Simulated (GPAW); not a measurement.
Troubleshooting GPAW: a failed run on CuSe2 (Pnnm, 6 atoms in the cell). The aim is a self-consistent single point with DFT PBEsol, plane waves, GPAW PAW datasets PBEsol (made by gpaw-setup).

Cell that was meant: a = 5.0865 Å, b = 6.2697 Å, c = 3.7904 Å, α = 90.00°, β = 90.00°, γ = 90.00°.

Part of the input:

```python
            occupations={'name': 'methfessel-paxton', 'width': 0.05, 'order': 1},
            nbands=-14,
            symmetry={'symmorphic': False, 'tolerance': 0.0005},
            maxiter=3)

atoms.calc = calc
```

Log, with long lists cut:

```
     iter     time        total  log10-change:
                         energy   eigst   dens
iter:   1 --:--:--   -26.866691
iter:   2 --:--:--   -25.423598   -1.78  -1.22
iter:   3 --:--:--   -24.647899   -1.48  -1.30

Did not converge!

Here are some tips:

1) Make sure the geometry and spin-state is physically sound.
2) Use less aggressive density mixing.
3) Solve the eigenvalue problem more accurately at each scf-step.
4) Use a smoother distribution function for the occupation numbers.
5) Try adding more empty states.
6) Use enough k-points.
7) Don't let your structure optimization algorithm take too large steps.
8) Solve the Poisson equation more accurately.
9) Better initial guess for the wave functions.

See details here:

    https://gpaw.readthedocs.io/documentation/convergence.html
Traceback (most recent call last):
   [... frames left out ...]
gpaw.KohnShamConvergenceError: Did not converge!  See text output for help.
```

Question: What is wrong, and how is it fixed?

Answer: The fault is an iteration limit that is too low. The loop is cut before its threshold is met, so whatever is printed at the end is not self-consistent. To fix it, raise the limit, or leave it to the default. The run ended unconverged after 3 iterations.

The sound input it was made from differs as follows (other fixes are possible):
```diff
-            maxiter=3)
+            maxiter=100)
```

With that input, the run converged in 14 iterations: free energy E − TS (from the program's reference atoms) -24.4676 eV; Fermi level (on the code's own zero) 6.27 eV; pressure -4.31 GPa; largest force (vector length) 0.252 eV/Å (DFT PBEsol, plane waves, GPAW PAW datasets PBEsol (made by gpaw-setup)).

On the sound input: the starting cell comes from a database of published, mostly measured structures (it also holds non-ambient and calculated ones), without a prior relaxation at this level. Its lattice was rescaled by a random factor within 2.5 % of one. Spin polarisation is off. With a pressure of about -4 GPa the cell is away from its equilibrium volume at this level. The run gives no clean gap (levels at the Fermi energy touch, overlap or are partly filled at this smearing), which alone does not show that the compound is a metal. Without a gap this mesh is coarse (it stands for a supercell whose shortest vector is 15 Å).
